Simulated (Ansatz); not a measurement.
The parent structure is Pt in the fcc (Cu type) structure (space group Fm-3m, No. 225; a = 3.9198 Å; relaxed with 0.1 eV smearing). Axes: x, y, z lie along the cube axes.

Level of theory: plane-wave PAW DFT at the PBEsol level (Ansatz, a program for electronic structure, 420 eV), no spin-orbit coupling.

Strains are applied to the cell and any free atomic positions relax.

One change was made to it. Results:

```json
[
 {"quantity": "energy relative to the base (free energy F)", "base": "0 meV/atom", "after": "+11 meV/atom"},
 {"quantity": "pressure (mean of the normal stresses, compression positive)", "base": "0.0 GPa", "after": "7.8 GPa"}
]
```

Problem. What was done to the base?
A. uniaxial strain ε_zz = −3.00 %
B. uniaxial strain ε_zz = +2.50 %
C. uniaxial strain ε_zz = −1.50 %
D. uniaxial strain ε_zz = −2.50 %

Solution. D, uniaxial strain ε_zz = −2.50 %. For comparison, the pressure in the other runs: uniaxial strain ε_zz = −1.50 % gives 4.5 GPa; uniaxial strain ε_zz = +2.50 % gives -6.5 GPa; uniaxial strain ε_zz = −3.00 % gives 9.5 GPa.

No phonon test of stability was made. The final runs are not spin-polarised. Pt lies near a magnetic instability that expansion can trigger; it was not tested.
